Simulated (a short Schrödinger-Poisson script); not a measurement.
System: symmetric double-gate stack, SiO2 on p-type Si(100), at 400 K.

```
layer  material  thickness (nm)  Na (cm⁻³)
-----  --------  --------------  ---------
1          SiO2             1.4          -
2            Si               6       5e17
3          SiO2             1.4          -
```

Constants are typed, rounded textbook-type inputs, not results; the design itself was drawn at random and stands for no fabricated device. SiO2: permittivity 3.9, conduction-band edge (eV) 3.15, gap (eV) 9, electron mass (mₑ) 0.5. Si: permittivity 11.7, conduction-band edge (eV) 0, gap (eV) 1.124, Nv at 300 K (cm⁻³) 3.1e19.

Channel valleys (confinement mass, in-plane density-of-states mass, number): Δ2 0.916, 0.19, 2; Δ4 0.19, 0.417, 4. At the gates, both at one voltage, the conduction-band edge of layer 1 lies 3.19 eV − eVg above the Fermi level of the channel. Gaps are held at their typed values at every temperature. Mesh 0.03 nm at interfaces.

Solved with a short Schrödinger-Poisson script written for these runs: 1D Poisson equation in equilibrium, electrons classical, Boltzmann, parabolic valleys, classical holes, full ionisation, no traps, pinning or gate leakage.

The same stack at other levels of the model or other numerical settings:

| run | sheet density of all electrons at Vg = 0.75 V (cm⁻²) | sheet density of all electrons at Vg = 0.15 V (cm⁻²) | capacitance of both gates at Vg = 0.75 V (μF/cm²) | gate voltage at 1e11 electrons/cm² (V) | rough cost against the base |
|---|---|---|---|---|---|
| base | 1.97e13 | 4.16e12 | 4.46 | -0.13 | about 1 |
| electrons treated as classical, Fermi-Dirac | 1.90e13 | 4.11e12 | 4.22 | -0.13 | 2 |
| electrons treated as quantum, Hartree | 1.58e13 | 3.10e12 | 3.68 | -0.10 | 20 |
| mesh six times as coarse | 1.93e13 | 4.10e12 | 4.36 | -0.13 | 0.6 |

The classical rows ignore confinement, and Boltzmann statistics overrate the density once the band edge passes the Fermi level.
